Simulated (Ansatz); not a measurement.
The reference is Zr in the hcp (Mg type) structure (space group P6_3/mmc, No. 194; relaxed with 0.1 eV smearing).

```xyz
2
Lattice="3.2444 0.0000 0.0000 -1.6222 2.8097 0.0000 0.0000 0.0000 5.1584" Properties=species:S:1:pos:R:3 pbc="T T T"
Zr     0.0000     1.8731     3.8688
Zr     1.6222     0.9366     1.2896
```

Cartesian axes are those of the cell as printed.

Calculations: r2SCAN (Ansatz, a quantum-chemistry and plane-wave program; PAW; 500 eV plane waves; without spin-orbit coupling), earlier PAW set.

It is then changed as follows: uniaxial stress, 3 GPa compression along x, with the cell and atoms free to relax against it.

### Question
What happens to the mean lateral Poisson ratio?

### Answer
The mean lateral Poisson ratio is 0.30.

### Question
How does this affect the energy relative to the base?

### Answer
The energy increases by 5.8 meV/atom.

Load acts through the strain it causes; cell and atoms are relaxed under it. Beyond what the load breaks, stability against distortions was not tested. The final runs are not spin-polarised.
